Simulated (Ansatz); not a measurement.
Start from Zr in the hcp (Mg type) structure (space group P6_3/mmc, No. 194; a = 3.182 Å, c = 5.124 Å; relaxed with 0.1 eV smearing). Axes: x lies along a and z along c of the hexagonal cell.

The values are results of PBEsol (Ansatz, a quantum-chemistry and plane-wave program; PAW; 420 eV plane waves; no SOC), not measurements.

Base values:

| Quantity | Result |
|---|---|
| Shortest interatomic distance | 3.153 Å |
| Band gap | zero |

It is then changed as follows: uniaxial strain ε_xx = +1.00 %, all other strain components held at zero; the atoms relax in the strained cell.

What happens to the stress?

The stress (xx, yy, zz, yz, xz, xy; compression positive) amounts to (-1.3, -0.8, -0.7, 0.0, 0.0, 0.0) GPa.

Predict the new shortest interatomic distance.

The shortest interatomic distance remains 3.153 Å.

How does this affect the band gap?

The band gap is still zero.

How does this affect the energy relative to the base?

The energy goes up by 0.9 meV/atom.

No phonon test of stability was made. All final runs are without spin polarisation.
